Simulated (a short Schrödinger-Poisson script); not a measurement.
System: gated In0.52Al0.48As/In0.53Ga0.47As modulation-doped gas in a quantum well, at 300 K.

```
layer        material  thickness (nm)  Nd (cm⁻³)  Na (cm⁻³)
-----  --------------  --------------  ---------  ---------
1      In0.52Al0.48As              30          -          -
2      In0.52Al0.48As              10     7.1e17          -
3      In0.52Al0.48As               5          -          -
4      In0.53Ga0.47As              10          -          -
5      In0.52Al0.48As            4000          -       2e14
```

The device is made up for the run: typed textbook-type constants, with dimensions and the other settings drawn at random. In0.52Al0.48As: permittivity 12.5, conduction-band edge (eV) 0.52, gap (eV) 1.45, electron mass (mₑ) 0.075, Nv at 300 K (cm⁻³) 1.1e19. In0.53Ga0.47As: permittivity 13.9, conduction-band edge (eV) 0, gap (eV) 0.74, Nv at 300 K (cm⁻³) 7.7e18.

Channel valleys (confinement mass, in-plane density-of-states mass, number): Γ 0.041, 0.041, 1. At the gate the conduction-band edge of layer 1 lies 0.65 eV − eVg above the Fermi level of the channel; the field vanishes at the back. The barrier under the gate holds no holes. Gaps are held at their typed values at every temperature. Mesh 0.08 nm at interfaces.

Solved with a short Schrödinger-Poisson script written for these runs: 1D Poisson equation in equilibrium, electrons quantum, Hartree (BenDaniel-Duke, 40 states a valley, the channel's in-plane mass for all, wave functions free to enter the barrier), parabolic valleys, classical holes, full ionisation, no traps, pinning or gate leakage.

The same stack at other levels of the model or other numerical settings:

```
run                                                                  sheet density of all electrons at Vg = 0.4 V (cm⁻²)  sheet density of all electrons at Vg = -0.1 V (cm⁻²)  capacitance at Vg = 0.4 V (μF/cm²)  centroid of the channel electrons at Vg = 0.4 V (nm)  rough cost against the base
-------------------------------------------------------------------  ---------------------------------------------------  ----------------------------------------------------  ----------------------------------  ----------------------------------------------------  ---------------------------
base                                                                                                             7.37e11                                               1.16e11                               0.210                                                  4.64                      about 1
electrons treated as classical, Boltzmann                                                                              …                                               1.56e11                               0.228                                                  3.59                         0.02
electrons treated as classical, Fermi-Dirac                                                                      7.72e11                                               1.48e11                               0.211                                                  4.31                          0.1
electrons treated as quantum, Hartree plus LDA exchange-correlation                                                    …                                                     …                               0.212                                                  4.63                            2
mesh six times as coarse                                                                                         7.36e11                                               1.16e11                               0.210                                                  4.63                          0.2
one subband a valley                                                                                             7.36e11                                               1.16e11                               0.210                                                  4.64                          0.2
```

### Question
Complete the blanks.

### Answer

- electrons treated as quantum, Hartree plus LDA exchange-correlation, sheet density of all electrons at Vg = -0.1 V (cm⁻²): 1.23e11
- electrons treated as classical, Boltzmann, sheet density of all electrons at Vg = 0.4 V (cm⁻²): 8.28e11
- electrons treated as quantum, Hartree plus LDA exchange-correlation, sheet density of all electrons at Vg = 0.4 V (cm⁻²): 7.52e11

The classical rows ignore confinement, and Boltzmann statistics overrate the density once the band edge passes the Fermi level.
